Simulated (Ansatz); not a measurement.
The reference is Ge2Sb2Te5 (space group P-3m1, No. 164; a = 4.224 Å, c = 16.872 Å).

All numbers come from Ansatz (a quantum-chemistry and plane-wave program), PBEsol, PAW, cutoff 420 eV, no SOC, earlier PAW set.

One change was made to it. Results:

The density increases by 0.99 g/cm³ to 7.53 g/cm³; the shortest interatomic distance shrinks by 0.1286 Å, from 2.948 Å to 2.820 Å; the band gap becomes zero (base: 0.14 eV); the c/a ratio grows by 0.0565 to 4.051.

Task: What was done to the base?
A. pressure −1 GPa
B. pressure 4.5 GPa
C. pressure 9 GPa

Result: C, pressure 9 GPa. For comparison, the density in the other runs: pressure 4.5 GPa gives 7.09 g/cm³; pressure −1 GPa gives 6.33 g/cm³.

A case with no gap was solved on a k-mesh chosen for an insulator, which is coarse for it. Spin-orbit coupling, missing from the scalar runs, can matter with Sb and Te. Load acts through the strain it causes; cell and atoms are relaxed under it. Stability against distortions was not tested. Competing high-pressure phases were not computed. All final runs are without spin polarisation. The zero or small gap of Ge2Sb2Te5 can change with the level of theory.
